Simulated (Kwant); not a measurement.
Model system: wire with a row of barriers in a InAs two-dimensional gas. Effective mass 0.023 mₑ, grid spacing 5 nm, hard walls, nominal width 150 nm (29 grid rows, so walls 150 nm apart), one parabolic valley, scattering region 500 nm long along x; energies count from the band bottom; Fermi energy swept from 0.0005813 to 0.006903 eV. 3 barrier(s) across the wire, height 0.059 eV, thickness 15 nm (about 3 grid columns), spaced by 30 nm.

The device is made up for the run: typed textbook-type constants, with dimensions and the other settings drawn at random.

Kwant, effective-mass tight-binding model on a square grid, one spin, coherent transport at 0 K. Conductance is in e²/h.

Sweep values stay those of the base run.

The barrier height was swept, all else fixed.

```csv
barrier height (eV),G (e²/h) at E = 3.722 meV,G (e²/h) at E = 6.903 meV,G (e²/h) at E = 5.313 meV,mean G (e²/h) over the sweep
0.029,6.3e-6,0.017,0.00012,0.00068
0.041,(withheld),(withheld),(withheld),(withheld)
0.05,3.5e-8,5.6e-6,3.4e-7,5.0e-7
0.059,6.4e-9,7.2e-7,5.6e-8,7.0e-8
0.071,8.9e-10,7.3e-8,7.0e-9,7.8e-9
0.088,8.1e-11,5.0e-9,5.8e-10,5.9e-10
0.12,2.1e-12,9.4e-11,1.3e-11,1.2e-11
```

Question: What belongs in the gaps?

Answer: 
- 0.041, G (e²/h) at E = 3.722 meV: 2.5e-7
- 0.041, G (e²/h) at E = 6.903 meV: 7.2e-5
- 0.041, G (e²/h) at E = 5.313 meV: 2.9e-6
- 0.041, mean G (e²/h) over the sweep: 5.4e-6
